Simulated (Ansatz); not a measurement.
## Effect of isotropic strain +0.73 % on MgS

The parent structure is MgS in the rock salt structure (space group Fm-3m, No. 225; a = 5.182 Å).

Now apply this change: an isotropic linear strain of +0.73 %, atoms relaxed at fixed cell.

All numbers come from PBEsol, PAW, 420 eV (Ansatz, a program for electronic structure; no spin-orbit coupling). k-mesh 11×11×11 (Γ-centred); smearing 0.05 eV (Fermi–Dirac).

| quantity | base | changed | shift |
|---|---|---|---|
| volume per atom | 17.39 Å³ | 17.78 Å³ | +0.384 Å³ |
| space group | Fm-3m (No. 225) | Fm-3m (No. 225) | – |
| shortest interatomic distance | 2.591 Å | 2.610 Å | +0.019 Å |
| energy relative to the base (free energy F) | 0 meV/atom | +2.0 meV/atom | +2.0 meV/atom |
| pressure | 0.00 GPa | -1.63 GPa | -1.63 GPa |
| band gap | 2.73 eV | 2.68 eV | -0.043 eV |
| gap character | indirect, Γ → X | indirect, Γ → X | – |
| smallest direct gap | 3.69 eV | 3.52 eV | -0.17 eV |
| mean gap deformation potential ΔEg/Δln V | – | -2.0 eV | – |
| width of the top valence band | 2.43 eV | 2.36 eV | -0.061 eV |
| electron mass | 0.53 mₑ along k, 0.29 mₑ across (at X) | 0.53 mₑ along k, 0.29 mₑ across (at X) | – |
| hole mass (degenerate bands, along [100]) | 0.25, 0.92, 0.92 mₑ (at Γ) | 0.24, 0.94, 0.94 mₑ (at Γ) | – |
| valley order (the lowest conduction-band minima on the path, energy above the VBM, named in the base's zone) | X along ⟨100⟩ 2.73 eV; Γ 3.69 eV | X along ⟨100⟩ 2.68 eV; Γ 3.52 eV | – |

Effective masses come from finite differences of ±0.01 Å⁻¹. Along k means along the line from Γ to the band edge. Semilocal Kohn–Sham gaps tend to fall short of experiment. Stability against distortions was not tested.
